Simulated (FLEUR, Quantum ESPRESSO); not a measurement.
A Quantum ESPRESSO input for a self-consistent single point of HgS (F-43m, 2 atoms in the cell) (DFT, PBE, plane waves, GBRV 1.5 ultrasoft (PBE) pseudopotentials):

```fortran
&control
    calculation = 'scf',
    prefix = 'hgs',
    outdir = './work',
    pseudo_dir = './',
    tprnfor = .true.,
    tstress = .true.,
/
&system
    ibrav = 0,
    nat = 2,
    ntyp = 2,
    ecutwfc = 40,
    ecutrho = 200,
    occupations = 'smearing',
    smearing = 'fermi-dirac',
    degauss = 0.0036749,
/
&electrons
    conv_thr = 1e-10,
    mixing_beta = 0.5,
/
ATOMIC_SPECIES
Hg   200.5920  hg_pbe_v1.uspp.F.UPF
S     32.0600  s_pbe_v1.4.uspp.F.UPF
CELL_PARAMETERS bohr
   0.00000000     5.41437148     5.41437148
   5.41437148     0.00000000     5.41437148
   5.41437148     5.41437148     0.00000000
ATOMIC_POSITIONS angstrom
Hg    0.00000000    0.00000000    0.00000000
S     1.43258100    1.43258100    1.43258100
K_POINTS automatic
13 13 13  0 0 0
```

Question: Write the same calculation as an input for FLEUR.

Answer: This is the input that was run; spellings and numerical settings could be chosen otherwise.

Input of the input generator:

```
HgS
&input film=f /
0.0000000000 0.7071067812 0.7071067812
0.7071067812 -0.0000000000 0.7071067812
0.7071067812 0.7071067812 0.0000000000
7.6570775825
1.0 1.0 1.0

2
80 0.0000000000 0.0000000000 0.0000000000
16 0.2500000000 0.2500000000 0.2500000000

&comp jspins=1 /
&kpt div1=13 div2=13 div3=13 /
&end /
```

```xml
<?xml version="1.0" encoding="UTF-8" standalone="no"?>
<fleurInput fleurInputVersion="0.39">
   <comment>
      HgS                                                                                                 
   </comment>
   <calculationSetup>
      <cutoffs Kmax="4.5" Gmax="22.5" GmaxXC="22.5" numbands="0"/>
      <scfLoop itmax="60" minDistance="0.00001" maxIterBroyd="40" imix="Anderson" alpha="0.05" precondParam="0.0" spinf="2.0"/>
      <coreElectrons ctail="T" frcor="F" kcrel="0" coretail_lmax="0"/>
      <xcFunctional name="pbe" relativisticCorrections="F"/>
      <magnetism jspins="1"/>
      <soc l_soc="F" theta="0.0" phi="0.0" spav="F"/>
      <expertModes spex="0" secvar="F"/>
      <geometryOptimization l_f="T" forcealpha="1.0" forcemix="BFGS" epsdisp="0.00001" epsforce="0.00001"/>
      <ldaU l_linMix="F" mixParam="0.05" spinf="1.0"/>
   </calculationSetup>
   <cell>
      <bzIntegration valenceElectrons="26.0" mode="hist" fermiSmearingEnergy="0.00183747">
         <kPointListSelection listName="default-1"/>
         <!-- k-points included here -->
         <xi:include xmlns:xi="http://www.w3.org/2001/XInclude" href="kpts.xml"> </xi:include>
      </bzIntegration>
      <!-- symmetry operations included here -->
      <xi:include xmlns:xi="http://www.w3.org/2001/XInclude" href="sym.xml"> </xi:include>
      <bulkLattice scale="1.0">
         <bravaisMatrix>
            <row-1>    0.0000000000000000     5.4143714827602532     5.4143714827602532</row-1>
            <row-2>    5.4143714827602532     0.0000000000000000     5.4143714827602532</row-2>
            <row-3>    5.4143714827602532     5.4143714827602532     0.0000000000000000</row-3>
         </bravaisMatrix>
      </bulkLattice>
   </cell>
   <atomSpecies>
      <species name="Mercury (Hg)" element="Hg" atomicNumber="80">
         <mtSphere radius="2.35" gridPoints="777" logIncrement="0.017"/>
         <atomicCutoffs lmax="9" lnonsphr="7"/>
         <electronConfig flipSpins="F">
            <coreConfig>(1s1/2) (2s1/2) (2p1/2) (2p3/2) (3s1/2) (3p1/2) (3p3/2) (4s1/2) (3d3/2) (3d5/2) (4p1/2) (4p3/2) (4d3/2) (4d5/2) (4f5/2) (4f7/2)</coreConfig>
            <valenceConfig>(5s1/2) (5p1/2) (5p3/2) (6s1/2) (5d3/2) (5d5/2)</valenceConfig>
         </electronConfig>
         <energyParameters s="6" p="6" d="5" f="5"/>
         <lo type="SCLO" l="0" n="5" eDeriv="0"/>
         <lo type="SCLO" l="1" n="5" eDeriv="0"/>
         <lo type="SCLO" l="1" n="5" eDeriv="1"/>
         <lo type="SCLO" l="2" n="5" eDeriv="2"/>
         <lo type="SCLO" l="3" n="5" eDeriv="2"/>
      </species>
      <species name="Sulfur (S)" element="S" atomicNumber="16">
         <mtSphere radius="2.08" gridPoints="687" logIncrement="0.017"/>
         <atomicCutoffs lmax="8" lnonsphr="6"/>
         <electronConfig flipSpins="F">
            <coreConfig>(1s1/2) (2s1/2) (2p1/2) (2p3/2)</coreConfig>
            <valenceConfig>(3s1/2) (3p1/2) (3p3/2)</valenceConfig>
            <stateOccupation state="(3p1/2)" spinUp="0.6666666666667" spinDown="0.6666666666667"/>
            <stateOccupation state="(3p3/2)" spinUp="1.3333333333333" spinDown="1.3333333333333"/>
         </electronConfig>
         <energyParameters s="3" p="3" d="3" f="4"/>
         <lo type="SCLO" l="0" n="3" eDeriv="2"/>
         <lo type="SCLO" l="1" n="3" eDeriv="2"/>
         <lo type="SCLO" l="2" n="3" eDeriv="2"/>
         <lo type="SCLO" l="3" n="4" eDeriv="2"/>
      </species>
   </atomSpecies>
   <atomGroups>
      <atomGroup species="Mercury (Hg)">
         <relPos label="                   1">.0000000000 .0000000000 .0000000000</relPos>
         <force calculate="T" relaxXYZ="TTT"/>
      </atomGroup>
      <atomGroup species="Sulfur (S)">
         <relPos label="                   2">1.000/4.000 1.000/4.000 1.000/4.000</relPos>
         <force calculate="T" relaxXYZ="TTT"/>
      </atomGroup>
   </atomGroups>
   <output dos="F" band="F" slice="F">
      <checks vchk="F" cdinf="F"/>
      <bandDOS minEnergy="-.5*Htr" maxEnergy="0.5*Htr" sigma="0.015" storeEVData="T"/>
      <vacuumDOS vacdos="F" integ="F" star="F" nstars="0" locx1="0.0" locy1="0.0" locx2="0.0" locy2="0.0" nstm="0" tworkf="0.0"/>
      <unfoldingBand unfoldBand="F" supercellX="1" supercellY="1" supercellZ="1"/>
      <plotting iplot="0" polar="F">
         <plot TwoD="T" vec1="  1.0  0.0  0.0" vec2="  0.0  1.0  0.0" vec3="  0.0  0.0  1.0" zero="  0.0  0.0  0.0" file="plot"/>
      </plotting>
      <chargeDensitySlicing numkpt="0" minEigenval="0.0" maxEigenval="0.0" nnne="0" pallst="F"/>
      <specialOutput eonly="F"/>
      <magneticCircularDichroism mcd="F" energyLo="-10.0" energyUp="0.0"/>
   </output>
  <!-- We include the file relax.xml here to enable relaxations (see documentation) -->
  <xi:include xmlns:xi="http://www.w3.org/2001/XInclude" href="relax.xml"> <xi:fallback/> </xi:include>
</fleurInput>
```

Basis, cutoffs, solver keys and any potentials are the target program's own. This input uses DFT, PBE, all-electron FLAPW (FLEUR), scalar-relativistic valence.

The starting cell comes from a database of computed structures (which also holds hypothetical and non-ambient phases and stackings), without a prior relaxation at this level. Its lattice was rescaled by a random factor within 2.5 % of one. For this run, on top of that: lattice scaled by 0.98.
